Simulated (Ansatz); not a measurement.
Abridged Ansatz (a first-principles code) output:

```
Relaxation: its limit of steps is 50 (relax.max_steps)
Pseudopotential: Pt, paw, valence charge 18
Crystal: 1 atoms, lattice volume = 16.011 Å³
Basis set: ecut = 500 eV, 411 PW (Γ), exchange–correlation on 96×96×96 points (64 copies of the dense FFT grid, shifted against one another)
Bands: 13, of which v1, the nominal top of the filled ones, is band 9 counted from 1 (8 counted from 0)
Symmetry: 48 space group operations
k-points: 680 of 24389
Functional: x = r2scan, c = r2scan; τ floored in thin density (d = 2e-4 eV/Å³)
SCF iter   1: F=—  HF=-12536.787341 eV  |F-HF|=—  |Δ(HF+E_count)|=         —  Δρ=1.38e-2  dr2=2.46e-2  dr2_τ=9.47e-3  ethr=1.77e-3  ⟨swp⟩=5.0  Hψ=47896  notcnv=0
SCF iter   2: F=—  HF=-12536.790708 eV  |F-HF|=—  |Δ(HF+E_count)|=   3.37e-3  Δρ=6.24e-3  dr2=3.99e-3  dr2_τ=7.20e-4  ethr=1.36e-4  ⟨swp⟩=1.9  Hψ=15442  notcnv=0
SCF 1 converged in 8 iterations: F = -12536.791324 eV  dr2 = 1.26e-12
relax step   1: F+E_penalty+E_count = -12536.79132371 eV  Δ(F+E_penalty+E_count) = +0.000e0 eV  max|allowed force component| = 0.000e0 eV/Å  Δτ_max = 0.0000 Å  (8 SCF iters, accepted)
Crystal: 1 atoms, lattice volume = 16.011 Å³
SCF iter   1: F=—  HF=-12536.791324 eV  |F-HF|=—  |Δ(HF+E_count)|=         —  Δρ=1.72e-7  dr2=1.26e-12  dr2_τ=2.25e-12  ethr=1.00e-12  ⟨swp⟩=1.7  Hψ=52545  notcnv=0
SCF iter   2: F=-12536.791324 eV  HF=-12536.791324 eV  |F-HF|=3.64e-12  |Δ(HF+E_count)|=  5.46e-12  Δρ=9.39e-8  dr2=4.02e-13  dr2_τ=7.24e-14  ethr=1.00e-12  ⟨swp⟩=3.0  Hψ=23857  notcnv=0
SCF 2 converged in 2 iterations: F = -12536.791324 eV  dr2 = 4.02e-13
SCF converged after 2 iterations
Free energy (F): -12536.791324 eV
Internal energy: -12536.735008 eV  (E = F + TS)
E sigma→0 (E₀):  -12536.763166 eV
Entropy (-TS):   -0.056315 eV (-56.315 meV/atom)
Fermi energy:    21.335562 eV
--- Forces (eV/Å), atoms counted from 1 ---
  atom   1  Pt     0.00000000    -0.00000000     0.00000000
--- Stress (GPa, compression-positive) ---
      -10.659100      -0.000000      -0.000000
        0.000000     -10.659100       0.000000
        0.000000       0.000000     -10.659100
  P = ⅓ Tr σ = -10.6591 GPa (-106.591 kbar)
--- Relaxed structure (1 steps of the walk, 1 accepted, 0 SCFs on fresh bases) ---
  atoms:
    - { symbol: Pt, position: [0.0, 0.0, 0.0] }
```

Problem. What was computed, and what are the main results?

Solution. Pt, 1 atom in the cell, with Ansatz, r2SCAN, PAW, cutoff 500 eV, no spin-orbit coupling. The last SCF converged to F = -12536.791324 eV, or -12536.7913 eV per atom, at a pressure of -10.66 GPa. The total energy compares only with runs of the same code, potentials and settings.

The cells carry an imposed strain or load. Stability against distortions was not tested. All final runs are without spin polarisation. The cell was made from Pt in the fcc (Cu type) structure (space group Fm-3m, No. 225) by this change: isotropic strain +1.50 %. Pt lies near a magnetic instability that expansion can trigger; it was not tested.

Keys are those of Ansatz 0.2.
